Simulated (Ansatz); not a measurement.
The starting structures come from a database of crystals and need not be the phases stable at ambient conditions.

Inside the gap of an insulator the Bloch states are evanescent, with a wavenumber k + iκ along the transport direction.

Data:

```yaml
crystal:
  lattice:
    - [5.68424, 0.00000, 0.00000]
    - [0.00000, 5.68424, 0.00000]
    - [2.84212, -2.84212, 6.26119]
  atoms:
    - { symbol: K, position: [0.50000, 0.50000, 0.00000] }
    - { symbol: K, position: [0.75000, 0.75000, 0.50000] }
    - { symbol: Re, position: [0.25000, 0.25000, 0.50000] }
    - { symbol: Re, position: [0.00000, 0.00000, 0.00000] }
    - { symbol: O, position: [0.29756, 0.79444, 0.84150] }
    - { symbol: O, position: [0.45556, 0.38906, 0.34150] }
    - { symbol: O, position: [0.86094, 0.04706, 0.84150] }
    - { symbol: O, position: [0.20294, 0.95244, 0.34150] }
    - { symbol: O, position: [0.95244, 0.45556, 0.65850] }
    - { symbol: O, position: [0.79444, 0.86094, 0.15850] }
    - { symbol: O, position: [0.38906, 0.20294, 0.65850] }
    - { symbol: O, position: [0.04706, 0.29756, 0.15850] }
```

The cell is taken as given; by r2SCAN it stands under a pressure of -2.5 GPa.

Transport runs along the normal of the first two printed cell vectors, the (001) plane of the conventional cell.

No gap correction and no spin-orbit coupling; mid-gap is the computed energy nearest the middle.

### Question
Estimate the band gap and the smallest decay constant κ at mid-gap that r2SCAN in Ansatz (a program for electronic structure) returns for this system.

### Answer
Gap 4.43 eV on a 6×6×6 mesh; κ = 0.600 1/Å, at the zone centre.
